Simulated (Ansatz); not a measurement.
**Report: rocksalt LiF (Fm-3m), biaxial stress in the (111) plane**

Cell and atoms are relaxed with PBEsol to each stress (compression positive); bands and masses by r2SCAN, rigid bands (plane waves, PAW, scalar-relativistic; Ansatz, an electronic-structure program). Strains are changes of length against the unloaded cell.

```
CELL_PARAMETERS angstrom
      0.00000     2.00394     2.00394
      2.00394     0.00000     2.00394
      2.00394     2.00394     0.00000
ATOMIC_POSITIONS crystal
  Li 0.00000 0.00000 0.00000
  F  0.50000 0.50000 0.50000
```

```
stress (GPa)  strain [111] (%)  strain [1−10] (%)  gap (eV)  mean mₑ*
------------  ----------------  -----------------  --------  --------
-4.80                    -1.29               3.16     9.594      0.86
-2.40                    -0.60               1.47     9.912      0.88
-1.20                    -0.29               0.70    10.061      0.88
0                            0                  0    10.202      0.89
1.20                      0.26              -0.68    10.287      0.90
2.40                      0.51              -1.31    10.369      0.90
3.60                      0.75              -1.92    10.444      0.91
```

[111] is the normal of the loaded plane; [11−2] strains as [1−10]. Masses are conductivity masses at 300 K in electron masses, harmonic means over x, y and z.

Question: From the two loads next to zero, find the biaxial modulus and the ratio of out-of-plane to in-plane strain.

Answer: Between -1.20 and 1.20 GPa the strain along [1−10] changes by -1.38 % and that along [111] by 0.55 %. The modulus is 2.40/0.0138 = 174 GPa and the ratio of the strains 0.40 (PBEsol, atoms relaxed).

Question: Is the response still linear at the largest tension?

Answer: The modulus predicts 2.76 % at -4.80 GPa; the table has 3.16 %, so the crystal is softer there.

Question: How fast does the gap move on either side of zero load?

Answer: Under tension, (10.061 − 10.202) eV over -1.20 GPa = 118 meV/GPa, or about -20 eV per unit strain; under compression, (10.287 − 10.202) eV over 1.20 GPa = 71 meV/GPa, or about -13 eV per unit strain. The two slopes part by 47 meV/GPa; gaps are resolved to about 0.01 eV, which allows 17 meV/GPa, so they differ.

Masses are those of dilute carriers in rigid bands with one relaxation time, without polarons. Third decimals of gaps are kept for the arithmetic. Spin-orbit coupling is left out. Every relaxation keeps the rocksalt phase (space group R-3m under this load), so a transition, a distortion that breaks the symmetry or fracture can't show.
